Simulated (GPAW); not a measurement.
## GPAW run on Pb (Im-3m, 1 atom in the cell): self-consistent single point

Method of the run: PBEsol, GPAW PAW datasets PBEsol (made by gpaw-setup) (plane waves; GPAW 25.7.0).

Input as run:

```python
from ase import Atoms
from ase.units import GPa
from gpaw import GPAW, PW, FermiDirac

atoms = Atoms(['Pb'],
              cell=[[-1.979660, 1.979660, 1.979660],
                    [1.979660, -1.979660, 1.979660],
                    [1.979660, 1.979660, -1.979660]],
              scaled_positions=[[0.000000, 0.000000, 0.000000]],
              pbc=True)

calc = GPAW(mode=PW(550),
            xc='PBEsol',
            kpts=(15, 15, 15),
            occupations=FermiDirac(0.1),
            nbands=-7,
            convergence={'density': 1e-05, 'energy': 1e-05},
            symmetry={'symmorphic': False, 'tolerance': 0.0005},
            maxiter=100,
            txt='-')

atoms.calc = calc

energy = atoms.get_potential_energy()
print('Energy (eV):', round(energy, 6))
forces = atoms.get_forces()
print('Forces (eV/Ang):')
print(forces.round(5))
stress = atoms.get_stress()
print('Stress (GPa, Voigt):', (stress / GPa).round(4))
```

Output, abridged:

```
Input parameters:
  convergence: {density: 1e-05,
                energy: 1e-05}
  kpts: [15 15 15]
  maxiter: 100
  mode: {ecut: 550.0,
         name: pw}
  nbands: -7
  occupations: {fixmagmom: False,
                name: fermi-dirac,
                width: 0.1}
  symmetry: {symmorphic: False,
             tolerance: 0.0005}
  xc: PBEsol

species:
  Pb:
    name: Lead
    Z: 82.0
    valence: 14
    core: 68
    charge: 0.0
    file: Pb.PBEsol.gz

    # Using partial waves for Pb as LCAO basis

Reference energy: -567122.994260  # eV

Spin-paired calculation

Convergence criteria:
 Maximum [total energy] change in last 3 cyles: 1e-05 eV / valence electron
 Maximum integral of absolute [dens]ity change: 1e-05 electrons / valence electron
 Maximum integral of absolute [eigenst]ate change: 4e-08 eV^2 / valence electron
 Maximum number of scf [iter]ations: 100

Symmetries present (total): 48
Symmetries with fractional translations: 0
3375 k-points: 15 x 15 x 15 Monkhorst-Pack grid
120 k-points in the irreducible part of the Brillouin zone
       k-points in crystal coordinates                weights
   0:     0.00000000    0.00000000    0.00000000          1/3375
   1:     0.06666667    0.00000000    0.00000000         12/3375
   2:     0.06666667    0.06666667   -0.06666667          6/3375
   [... 7 lines left out ...]
          ...
 119:     0.46666667    0.46666667    0.46666667          8/3375

Wave functions: Plane wave expansion
  Cutoff energy: 550.000 eV
  Number of coefficients (min, max): 883, 937
  Pulay-stress correction: 0.000000 eV/Ang^3 (de/decut=0.000000)

Occupation numbers: Fermi-Dirac:
  width: 0.1000  # eV

Eigensolver

Densities:
  Coarse grid: 20*20*20 grid
  Fine grid: 40*40*40 grid
  Total Charge: 0.000000

Density mixing:
  Method: separate
  Backend: pulay
  Linear mixing parameter: 0.05
  old densities: 5
  Damping of long wavelength oscillations: 50

Hamiltonian:
  XC and Coulomb potentials evaluated on a 40*40*40 grid
  External potential:
    NoExternalPotential

XC parameters: PBEsol with 2 nearest neighbor stencil

Number of atoms: 1
Number of atomic orbitals: 9
Number of bands in calculation: 14
Number of valence electrons: 14
Bands to converge: occupied

Density initialized from atomic densities
  9 bands from LCAO basis set
  5 bands from random numbers

Atomic positions and initial magnetic moments

Positions:
   0 Pb     0.000000    0.000000    0.000000    ( 0.0000,  0.0000,  0.0000)

Unit cell:
           periodic     x           y           z      points  spacing
  1. axis:    yes   -1.979660    1.979660    1.979660    20     0.1400
  2. axis:    yes    1.979660   -1.979660    1.979660    20     0.1400
  3. axis:    yes    1.979660    1.979660   -1.979660    20     0.1400

  Lengths:   3.428872   3.428872   3.428872
  Angles:  109.471221 109.471221 109.471221

Effective grid spacing dv^(1/3) = 0.1571

     iter     time        total  log10-change:
                         energy   eigst   dens
iter:   1 --:--:--    -4.214719
iter:   2 --:--:--    -4.215364   -1.89  -1.78
iter:   3 --:--:--    -4.202779   -2.21  -1.81
iter:   4 --:--:--    -4.204392   -3.43  -2.48
iter:   5 --:--:--    -4.202387   -2.93  -2.50
iter:   6 --:--:--    -4.200539   -4.10  -2.65
iter:   7 --:--:--    -4.200409   -4.81  -3.11
iter:   8 --:--:--    -4.200470c  -5.27  -3.27
iter:   9 --:--:--    -4.200436c  -5.14  -3.48
iter:  10 --:--:--    -4.200437c  -6.46  -4.01
iter:  11 --:--:--    -4.200438c  -7.77c -4.10
iter:  12 --:--:--    -4.200438c  -7.94c -4.35
iter:  13 --:--:--    -4.200438c  -8.18c -4.89
iter:  14 --:--:--    -4.200438c  -9.13c -5.23c

Converged after 14 iterations.

Dipole moment: (0.000000, -0.000000, 0.000000) |e|*Ang

Energy contributions relative to reference atoms: (reference = -567122.994260)

Kinetic:         +6.420720
Potential:       -6.682635
External:        +0.000000
XC:              -3.911696
Entropy (-ST):   -0.020743
Local:           -0.016456
SIC:             +0.000000
--------------------------
Free energy:     -4.210809
Extrapolated:    -4.200438

Showing only first 2 kpts
 Kpt  Band  Eigenvalues  Occupancy
  0     5     -4.37694    2.00000
  0     6     14.57949    0.00000
  0     7     14.57949    0.00000
  0     8     14.57949    0.00000

  1     5     -4.28856    2.00000
  1     6     13.62834    0.00000
  1     7     14.27466    0.00000
  1     8     14.46373    0.00000

Fermi level: 7.13714

No gap
No difference between direct/indirect transitions
Energy (eV): -4.200438

Forces in eV/Ang:
  0 Pb   -0.00000   -0.00000    0.00000

Stress tensor:
     0.011160    -0.000000     0.000000
    -0.000000     0.011160    -0.000000
     0.000000    -0.000000     0.011160
Stress (GPa, Voigt): [ 1.7881  1.7881  1.7881 -0.      0.     -0.    ]
```

The run converged in 14 iterations. GPAW prints stress with tension positive.

The starting cell comes from a database of computed structures (which also holds hypothetical and non-ambient phases and stackings), without a prior relaxation at this level. Spin-orbit coupling is off.
